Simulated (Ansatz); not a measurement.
An Ansatz (a program for electronic structure) run: CdS with a change (biaxial strain −0.42 %, plane normal [111], relaxed out of plane); r2SCAN (Ansatz; PAW; 500 eV plane waves; no spin-orbit coupling).

Input:

Ansatz 0.2 input:
```yaml
crystal:
  lattice:
    - [4.1386855732, 0, 0]
    - [2.0693427866, 3.5842068446, 0]
    - [2.0693427866, -1.1947356149, 3.4006015139]
  atoms:
    - { symbol: Cd, position: [0, 0, 0] }
    - { symbol: S, position: [0.5, 0.25, 0.75] }
basis: { ecutwfc: 500, ecutrho_ratio: 4, xc_grid: 4, fft_grid_basis: typed }
kpoints: { mp_grid: { grid: [10, 10, 10] } }
hamiltonian:
  xc: r2scan
  dispersion: none
  pseudopotentials: { kind: paw }
scf: { occupations: { method: fermi_dirac, width: 0.05 } }
relax: { f_tol: 0.005, max_steps: 50, cell: { stress_tol: 0.01, fix: [a, b, gamma] } }
output: { forces: true, stress: true }
checkpoint: { write: state.ck, write_every: 1000 }
```

Output (explanatory and most iteration lines left out):

```
Relaxation: its limit of steps is 50 (relax.max_steps)
Pseudopotential: Cd, paw, valence charge 20
Pseudopotential: S, paw, valence charge 6
Crystal: 2 atoms, lattice volume = 50.444 Å³
Basis set: ecut = 500 eV, 1255 PW (Γ), exchange–correlation on 128×128×128 points (64 copies of the dense FFT grid, shifted against one another)
Bands: 17, of which v1, the nominal top of the filled ones, is band 13 counted from 1 (12 counted from 0)
Symmetry: 6 space group operations
Space group: R3m (ITA 160), of the structure as read, at distance tolerance 3.7e-5 Å
k-points: 116 of 1000 (time reversal used)
Functional: x = r2scan, c = r2scan; τ floored in thin density (d = 2e-4 eV/Å³)
SCF iter   1: F=—  HF=-9175.598019 eV  |F-HF|=—  |Δ(HF+E_count)|=         —  Δρ=5.97e-3  dr2=9.55e-3  dr2_τ=1.60e-2  ethr=1.77e-3  ⟨swp⟩=5.7  Hψ=9833  notcnv=0
SCF iter   2: F=—  HF=-9175.608806 eV  |F-HF|=—  |Δ(HF+E_count)|=   1.08e-2  Δρ=3.07e-3  dr2=2.02e-3  dr2_τ=4.35e-4  ethr=3.67e-5  ⟨swp⟩=2.5  Hψ=4576  notcnv=0
SCF 1 converged in 6 iterations: F = -9175.609612 eV  dr2 = 2.23e-9
relax step   1: F+E_penalty+E_count = -9175.60961224 eV  Δ(F+E_penalty+E_count) = +0.000e0 eV  max|allowed force component| = 4.625e-2 eV/Å  Δτ_max = 0.0000 Å  P = +0.397 GPa  Ω = 50.444 Å³  fix = [a, b, gamma]  reactions: a +0.618, b +0.618 GPa  (6 SCF iters, dr2 threshold 1.00e-7 eV, accepted)
[... steps on the carried basis left out ...]
relax step   4: F+E_penalty+E_count = -9175.60985945 eV  Δ(F+E_penalty+E_count) = +1.097e-6 eV  max|allowed force component| = 1.246e-4 eV/Å  Δτ_max = 0.0000 Å  P = +0.280 GPa  Ω = 50.534 Å³  energy of the carried Pulay correction = -2.698e-5 eV  fix = [a, b, gamma]  reactions: a +0.420, b +0.420 GPa  (4 SCF iters, dr2 threshold 3.77e-10 eV, accepted)
Crystal: 2 atoms, lattice volume = 50.534 Å³
SCF iter   1: F=—  HF=-9175.609873 eV  |F-HF|=—  |Δ(HF+E_count)|=         —  Δρ=3.40e-6  dr2=7.29e-10  dr2_τ=8.84e-9  ethr=7.04e-8  ⟨swp⟩=3.0  Hψ=15324  notcnv=0
SCF iter   2: F=—  HF=-9175.609884 eV  |F-HF|=—  |Δ(HF+E_count)|=   1.13e-5  Δρ=1.63e-6  dr2=2.10e-10  dr2_τ=2.58e-10  ethr=2.80e-12  ⟨swp⟩=3.0  Hψ=3826  notcnv=0
SCF 5 converged in 5 iterations: F = -9175.609884 eV  dr2 = 3.69e-13
SCF converged after 5 iterations
Free energy (F): -9175.609884 eV
Internal energy: -9175.609884 eV  (E = F + TS)
E sigma→0 (E₀):  -9175.609884 eV
Fermi energy:    7.214834 eV
--- Forces (eV/Å), atoms counted from 1 ---
  atom   1  Cd     0.00000000    -0.00000000     0.00012005
  atom   2  S     -0.00000000     0.00000000    -0.00012190
--- Stress (GPa, compression-positive) ---
        0.419817      -0.000000       0.000000
       -0.000000       0.419817       0.000000
        0.000000       0.000000       0.001532
  P = ⅓ Tr σ = 0.2804 GPa (2.804 kbar)
--- Relaxed structure (4 steps of the walk, 4 accepted, 1 SCFs on fresh bases) ---
  cell:  # Å, volume = 50.5336 Å³
    - [4.138685573161109, 1.3303480702855466e-30, -2.714409133515701e-19]
    - [2.0693427865805547, 3.5842068446336808, 1.7566410138947866e-11]
    - [2.0693427865805547, -1.1947356148945898, 3.4066282148663487]
  atoms:
    - { symbol: Cd, position: [-0.001202216344465155, 0.0006011081722325774, 0.0018033245166977328] }
    - { symbol: S, position: [0.5012022163444652, 0.24939889182776742, 0.7481966754833023] }
```

No phonon test of stability was made. The cell was made from CdS in the zinc blende structure (space group F-43m, No. 216) by this change: biaxial strain −0.42 %, plane normal [111], relaxed out of plane.
